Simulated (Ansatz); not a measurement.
PbO2: energy against strain

PbO2 (rutile, P4_2/mnm, 14.205 Å³/atom at rest, c along z) under a strain ε along c (axis z), the other axes held. PBEsol in Ansatz, a plane-wave DFT program (PAW, default set), 420 eV, 7×7×10 Γ-centred mesh, Fermi-Dirac smearing 0.05 eV; ions are relaxed within the symmetry of each cell.

Here s stands for strain and y for E less E0.

| strain (%) | E less E0 (meV/atom) |
|---|---|
| -1.20 | 1.71 |
| -0.60 | 0.44 |
| 0.00 | 0.00 |
| 0.60 | 0.46 |
| 1.20 | 1.67 |
| 3.00 | ? |

Taking a parabola for y over the 5 complete rows: Least squares gives y = 0.019 - 0.0100·s + 1.1627·s². Residuals (row less fit): 0.005, -0.004, -0.019, 0.028, -0.011; standard error 0.026 (degrees of freedom: 2). Twice the quadratic coefficient over the volume, 2 × 1.1627 meV × 10⁴ × 0.1602 / 14.205 Å³, is the elastic constant C33 = 262 ± 4 GPa.

Predict the withheld y at s = 3.00 from the fit, and compare with the calculation.

y = 0.019 - 0.0100 × 3.0 + 1.1627 × 3.0² = 10.453 meV/atom. The calculation gives 9.86 meV/atom, 0.593 meV/atom below the prediction (6.0 % of the range of y in the table). The row lies outside the fitted rows, so this is an extrapolation. From the scatter of the fitted rows alone, a prediction at this place has a standard error of 0.166 meV/atom, so the miss is 3.6 times that.

One order more, fitted to all 11 runs of the series, follows each within 0.01, so the miss is the next term of a smooth law. In a metal these values are sensitive to mesh and smearing; energies are taken to zero smearing, stresses follow the free energy. Rows are the converged runs of the series near zero and its far end; series whose fitted rows scatter by over a few per cent of the range, as at a crossing or softening among them, aren't shown in this form. Most that stay on the fit to the last digits aren't either.
